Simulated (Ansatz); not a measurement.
**ZrTeSe (P4/nmm): band-structure transport figures**

Input:

```xyz
6
Lattice="4.2897 0.0000 0.0000 0.0000 4.2897 0.0000 0.0000 0.0000 7.5879" Properties=species:S:1:pos:R:3 pbc="T T T"
Zr     2.1449     0.0000     2.0592
Zr     0.0000     2.1449     5.5287
Te     2.1449     2.1449     0.0000
Te     0.0000     0.0000     0.0000
Se     2.1449     0.0000     4.7770
Se     0.0000     2.1449     2.8109
```

Method: r2SCAN, rigid bands (plane waves, PAW, scalar-relativistic; Ansatz, a quantum-chemistry and plane-wave program). Condition of this run: functional r2SCAN on the same cell. Geometry: cell and atoms relaxed with PBEsol.

```json
{
  "density of states at the Fermi level": "4.10 states/(eV·cell), both spins",
  "bare Sommerfeld coefficient": "1.61 mJ/(mol of atoms·K²)",
  "drude_plasma_energy": "3.8 (x), 3.8 (y), 1.65 (z) eV",
  "root-mean-square Fermi velocity": "3.7e5 m/s",
  "resistivity times τ": "35 (x), 35 (y), 180 (z) ×10⁻²² Ω·m·s"
}
```

A metal at this level (no band gap); rigid bands, thermally averaged at 300 K, both spins. Spin-orbit coupling is left out. τ is one relaxation time for all states.

Computed structure with no diffraction record at hand here (it may be known, metastable or hypothetical): ZrTeSe (P4/nmm).
